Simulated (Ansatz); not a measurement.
# Te₃As₂ (model structure, started from the A-La2O3 type, P-3m1, No. 164, 5 atoms in the cell)

Calculation: PBEsol in Ansatz (plane waves, PAW).

Numerical settings: plane-wave cutoff 500 eV, 12×12×6 k mesh (along the axes of the cell as run), Fermi–Dirac smearing 0.05 eV, scalar-relativistic PAW data made under PBE.

Cell (relaxed at this level):

```cif
data_As2Te3
_chemical_formula_sum 'As2 Te3'
_space_group_name_H-M_alt 'P 1'
_space_group_IT_number 1
_cell_length_a 4.00774
_cell_length_b 4.00774
_cell_length_c 9.93212
_cell_angle_alpha 90.000
_cell_angle_beta 90.000
_cell_angle_gamma 120.000
loop_
_space_group_symop_operation_xyz
  'x, y, z'
loop_
_atom_site_label
_atom_site_type_symbol
_atom_site_fract_x
_atom_site_fract_y
_atom_site_fract_z
_atom_site_occupancy
As1 As 0.33333 0.66667 0.18455 1
As2 As 0.66667 0.33333 0.81545 1
Te1 Te 0.00000 0.00000 0.00000 1
Te2 Te 0.33333 0.66667 0.65406 1
Te3 Te 0.66667 0.33333 0.34594 1
```

```yaml
band_gap: 0.23 eV (on the SCF k mesh)
```

Note: the relaxation could raise the start's symmetry but not lower it, so the cell can be a saddle point.

Spin–orbit coupling is not included; with these elements it can move the gap by several tenths of an eV or more.

It cost about 5 core-minutes (a rough figure) of CPU time.

A model structure was made by putting elements into a prototype or built by hand; it is no filed structure, need not be a known phase, and can be a saddle point held by its symmetry.

Ansatz is a quantum-chemistry and plane-wave program.
